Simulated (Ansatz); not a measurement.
ZrSi2 (space group Cmcm, No. 63)

```xyz
6
Lattice="1.8374 -7.2856 0.0000 1.8374 7.2856 0.0000 0.0000 0.0000 3.6563" Properties=species:S:1:pos:R:3 pbc="T T T"
Si     1.8374    -6.4988     2.7422
Si     1.8374     6.4988     0.9141
Si     1.8374     3.6450     2.7422
Si     1.8374    -3.6450     0.9141
Zr     1.8374    -1.5264     2.7422
Zr     1.8374     1.5264     0.9141
```

All numbers come from Ansatz (a quantum-chemistry and plane-wave program), PBEsol, PAW, cutoff 420 eV, scalar-relativistic without spin-orbit coupling, earlier PAW set. Settings: 13×13×13 k-points, 0.05 eV Fermi–Dirac smearing.

```yaml
volume_per_atom: 16.32 Å³
density: 5.00 g/cm³
band_gap: zero
total_energy: -1791.309 eV/atom (σ→0; compares only within this code and set-up)
```

Stability against distortions was not tested. All final runs are without spin polarisation.
